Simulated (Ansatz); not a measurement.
Amorphous Si$_{24}$O$_{46}$F$_{4}$, 74 atoms at 2.19 g/cm³, one PBE-relaxed geometry, zone centre. Methods: PBE, scalar-relativistic without spin-orbit coupling (Ansatz, a program for electronic structure); HSE06, scalar-relativistic without spin-orbit coupling (Ansatz). Plane waves to 420 eV (r2SCAN 500 eV); exact exchange is cut at the cell's faces. At PBE the levels at the filled edge of the gap are localised (band-tail or defect states). All rungs ran without spin polarisation.

A CHGNet melt-quench gave the starting glass, which DFT then relaxed. O and F atoms were pushed apart under 1.9 Å during the dynamics, to hinder bonds among them. It is the lowest in DFT energy of 2 quenches. It is a model cell: composition and starting density were chosen by hand, and all elements were melted together. No dispersion term was used. Its density started from a set value of 2.19 and ended at 2.19 g/cm³. The simulated quench (nominally 88 K/ps over its main leg) is rapid and tends to freeze in more defects than a deposited or slowly cooled glass has. Values belong to this one cell and scatter from quench to quench. The volume was held where the preparation left it, at a PBE pressure of -2.0 GPa (tension). Stress components on the final sampling reach 3.5 GPa.

The relaxation ran on the zone centre alone. At PBE the level gap is 5.08 eV on a 2×2×2 Γ-centred mesh, and the spacing at the zone centre alone 5.09 eV.

Question: What zone-centre spacing does HSE06 give, roughly?

Answer: 6.93 eV (+1.85 eV against PBE).

The highest filled and the lowest empty state spread over these numbers of atoms (participation numbers): PBE: 13.2 and 67.2; HSE06: 11.9 and 68.0.
